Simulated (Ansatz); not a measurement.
F on the 1x1 (111) surface of fcc Ni, ferromagnetic, one in a 1x1 cell, energies for each (5.4 Å²). Energies are against ½ F2(g), without zero-point or thermal terms; each row is named by its start.

Method: PBE (plane waves to 420 eV, PAW; Ansatz, a quantum-chemistry and plane-wave program).

**Question.** Which site binds most strongly?
(A) hollow Ni-Ni-Ni over Ni at depth 4.0 Å
(B) top Ni
(C) hollow Ni-Ni-Ni over Ni at depth 2.0 Å

**Answer.** A, hollow Ni-Ni-Ni over Ni at depth 4.0 Å. Adsorption energies: hollow Ni-Ni-Ni over Ni at depth 4.0 Å -2.08 eV; hollow Ni-Ni-Ni over Ni at depth 2.0 Å -1.95 eV; top Ni -1.59 eV.
